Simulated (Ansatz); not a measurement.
# CdS: transverse stress against strain

CdS (wurtzite, P6_3mc, 23.850 Å³/atom at rest, c along z) under a strain ε along c (axis z), the other axes held. LDA in Ansatz, a plane-wave DFT program (PAW, default set), 420 eV, 9×9×5 Γ-centred mesh, Fermi-Dirac smearing 0.05 eV; ions are relaxed within the symmetry of each cell. Stress is positive for a compressed cell.

Here s stands for strain and y for stress xx.

```
strain (%)  stress xx (GPa)
----------  ---------------
-3.00                     ?
-1.20                  0.63
-0.60                  0.30
0.00                   0.00
0.60                  -0.30
1.20                  -0.59
```

Problem. Using a straight line, estimate the missing y at s = -3.00 from the other rows, showing the fit.

Solution. Means: s 0, y 0.008. About the means, the sum of products is -1.8240 and the sum of squares of s is 3.6000; the slope is their ratio. Least squares gives y = 0.008 - 0.5067·s. Residuals (row less fit): 0.014, -0.012, -0.008, -0.004, 0.010; standard error 0.013 (degrees of freedom: 3). The slope gives the elastic constant C13 = 51 ± 0.7 GPa. At the withheld row, y = 0.008 - 0.5067 × (-3.0) = 1.528 GPa. The calculation gives 1.69 GPa, 0.162 GPa above the prediction (7.1 % of the range of y in the table). The row lies outside the fitted rows, so this is an extrapolation. From the scatter of the fitted rows alone, a prediction at this place has a standard error of 0.025 GPa, so the miss is 6.5 times that.

One order more, fitted to all 11 runs of the series, follows each within 0.01, so the miss is the next term of a smooth law. Rows are the converged runs of the series near zero and its far end; series whose fitted rows scatter by over a few per cent of the range, as at a crossing or softening among them, aren't shown in this form. Most that stay on the fit to the last digits aren't either.
